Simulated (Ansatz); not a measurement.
Base system: SnSe₂ in the rutile structure (space group P4_2/mnm, No. 136; a hypothetical phase, not in the database extracts checked).

```yaml
crystal:
  lattice:
    - [6.48169, 0.00000, 0.00000]
    - [0.00000, 6.48169, 0.00000]
    - [0.00000, 0.00000, 3.97260]
  atoms:
    - { symbol: Sn, position: [0.00000, 0.00000, 0.00000] }
    - { symbol: Sn, position: [0.50000, 0.50000, 0.50000] }
    - { symbol: Se, position: [0.30688, 0.30688, 0.00000] }
    - { symbol: Se, position: [0.80688, 0.19312, 0.50000] }
    - { symbol: Se, position: [0.19312, 0.80688, 0.50000] }
    - { symbol: Se, position: [0.69312, 0.69312, 0.00000] }
```

Cartesian axes are those of the cell as printed.

Level of theory: r2SCAN (Ansatz, an electronic-structure program), without spin-orbit coupling.

Base values:

```
Property                        Result
-----------------------------  -------
Pressure                       0.0 GPa
Shortest interatomic distance  2.661 Å
Band gap                          zero
```

Now apply this change: compressive biaxial strain of 0.69 % in the plane normal to [001], as in epitaxy on a mismatched substrate; the out-of-plane cell vector and the atoms relax.

Problem. Estimate the effect on the pressure.

Solution. The pressure (mean of the normal stresses, compression positive) goes from zero to 0.3 GPa.

Problem. What does the calculation give for the shortest interatomic distance after the change?

Solution. The shortest interatomic distance rises by 0.0035 Å (2.661 Å → 2.664 Å).

Problem. Estimate the effect on the band gap.

Solution. The band gap remains zero.

Whether these cells are dynamically stable was not tested. The final runs are not spin-polarised. The zero or small gap of SnSe2 can change with the level of theory.
